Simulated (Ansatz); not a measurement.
The reference is Os in the hcp (Mg type) structure (space group P6_3/mmc, No. 194).

```
CELL_PARAMETERS angstrom
      2.75485     0.00000     0.00000
     -1.37743     2.38577     0.00000
      0.00000     0.00000     4.34430
ATOMIC_POSITIONS crystal
  Os 0.66667 0.33333 0.75000
  Os 0.33333 0.66667 0.25000
```

Level of theory: PBE/PAW in Ansatz (an electronic-structure program), without spin-orbit coupling.

One change was made to it. Results:

The shortest interatomic distance falls by 0.055 Å (2.692 Å → 2.637 Å); the c/a ratio grows by 0.004, from 1.577 to 1.581; the density grows by 1.478 g/cm³, from 22.13 g/cm³ to 23.60 g/cm³.

**Question.** What was done to the base?
A. pressure 30 GPa
B. pressure 9 GPa
C. pressure 15 GPa
D. pressure 0.9 GPa

**Answer.** A, pressure 30 GPa. For comparison, the shortest interatomic distance in the other runs: pressure 9 GPa gives 2.674 Å; pressure 0.9 GPa gives 2.690 Å; pressure 15 GPa gives 2.663 Å.

Load acts through the strain it causes; cell and atoms are relaxed under it. No phonon test of stability was made. No other phases were tried under pressure. The final runs are not spin-polarised.
